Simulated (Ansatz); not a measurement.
Gap of an armchair MoS2 nanoribbon, N = 6, bare edges at several levels, all on one geometry.

Levels: PBE (plane waves to 420 eV, PAW; Ansatz, an electronic-structure program); Ansatz with PBE with spin-orbit coupling; r2SCAN (plane waves to 500 eV, PAW; Ansatz). Unmarked values and the geometry are of the first. Mesh 1×1×6. No spin polarisation, so a magnetic state wasn't tested. One-dimensional cell, images about 11 Å apart. An idealised model, cut from the flat sheet. It keeps the symmetry and period of its start, so it need not be a minimum against all distortions. Values not marked SOC lack spin–orbit coupling.

```json
[
 {"level": "PBE", "gap (eV)": "0.46"},
 {"level": "PBE+SOC", "gap (eV)": "[?]"},
 {"level": "r2SCAN", "gap (eV)": "0.66"}
]
```

Task: What belongs in the gaps?

Result: 
- PBE+SOC, gap (eV): 0.46
